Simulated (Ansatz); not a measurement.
# Effect of uniaxial strain ε_zz = −1.80 % on TiO2

Consider TiO₂ in the anatase structure (space group I4_1/amd, No. 141; a = 3.739 Å, c = 9.455 Å). Axes: x, y, z lie along a, b, c of the conventional cell.

Modification: the cell is compressed by 1.80 % along z with no lateral relaxation; the atoms relax in the strained cell.

Level of theory: LDA in Ansatz (plane waves to 420 eV, PAW, scalar-relativistic without spin-orbit coupling). Γ-centred 12×12×12 mesh, Fermi–Dirac width 0.05 eV.

The volume per atom shrinks by 0.20 Å³ to 10.82 Å³ and the shortest interatomic distance falls by 0.0059 Å, from 1.911 Å to 1.906 Å. The energy increases by 2.3 meV/atom and the pressure (mean of the normal stresses, compression positive) goes from zero to 31.9 kbar. The band gap drops by 0.06 eV (2.08 eV → 2.02 eV) and the gap character stays indirect, Γ–X (87 % along) → Γ. The largest internal atomic displacement amounts to 0.022 Å and the stress (xx, yy, zz, yz, xz, xy; compression positive) amounts to (2.94, 2.94, 3.69, 0.00, 0.00, 0.00) GPa.

Whether these cells are dynamically stable was not tested. All final runs are without spin polarisation.

Ansatz is a first-principles code.
